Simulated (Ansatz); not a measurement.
The parent structure is BN (space group Fmm2, No. 42; a = 2.501 Å, b = 6.586 Å, c = 4.325 Å; a cell from a computed database, its experimental status unchecked; layered, stacked along the Cartesian y axis).

Method: r2SCAN+rVV10 (Ansatz, a program for electronic structure), spin-orbit coupling left out, earlier PAW set.

Base values:

The smallest direct gap comes out as 5.13 eV and the density is 2.31 g/cm³.

It is then changed as follows: full substitution N → P; the structure is relaxed again.

Tabulated Pauling electronegativity and covalent radius: N 3.04, 0.71 Å; P 2.19, 1.07 Å.

Q: What happens to the smallest direct gap?

A: The smallest direct gap falls by 4.05 eV (5.13 eV → 1.08 eV).

Q: What does the calculation give for the density after the change?

A: The density falls by 0.24 g/cm³ (2.31 g/cm³ → 2.07 g/cm³).

No phonon test of stability was made. As relaxed here, BP is a hypothetical phase, not in the database extracts checked.
